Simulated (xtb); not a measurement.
xtb 6.7.1, GFN1-xTB: Mg(Br)(amdMe)(NH3)2 (CC1[N](C)[Mg](<-[NH3])(<-[NH3])([Br])<-[N]=1C), 25 atoms. The geometry is a generated start, not checked to be a minimum at this level.

run flags: --grad
method: GFN1-xTB
--acc: 1 (default)
--etemp (K): 300 (default)
basis functions: 76
valence electrons: 60

```xyz
25

Mg     1.2301    -0.4742     0.2867
Br     3.2508    -0.7186     1.5710
C     -2.1308     1.4277     0.0025
C     -0.8068     0.7088     0.0690
N      0.1416     1.0480     0.9111
C      0.0118     2.1650     1.8035
N     -0.5005    -0.2994    -0.7089
C     -1.4168    -0.7860    -1.6996
H     -2.9235     0.7479    -0.2992
H     -2.0706     2.2358    -0.7268
H     -2.3853     1.8549     0.9691
H      0.9667     2.2979     2.3173
H     -0.2247     3.0942     1.2685
H     -0.7622     1.9994     2.5670
H     -0.9040    -1.5397    -2.2954
H     -2.3060    -1.2544    -1.2536
H     -1.7580     0.0083    -2.3762
N      0.5270    -2.5080     1.1011
H      0.0046    -3.0817     0.4491
H     -0.0686    -2.3180     1.9005
H      1.3322    -3.0308     1.4348
N      2.5272    -0.4038    -1.6150
H      2.2935     0.3672    -2.2311
H      2.4900    -1.2605    -2.1557
H      3.4823    -0.2800    -1.2898
```

One run each on 1 thread. Values of broydamp tried: 0.02, 0.05, 0.1, 0.2, 0.4 (default), 0.6, 0.8, 1.

Predict the course of the SCC iterations along this series.

Fewest SCC iterations: 0.6 with 12. The count rises to 32 at 0.02. All converge to one solution.

| broydamp | SCC iterations | end |
|---|---|---|
| 0.02 | 32 | same solution |
| 0.05 | 23 | same solution |
| 0.1 | 18 | same solution |
| 0.2 | 14 | same solution |
| 0.4 (default) | 14 | same solution |
| 0.6 | 12 | same solution |
| 0.8 | 20 | same solution |
| 1 | 31 | same solution |
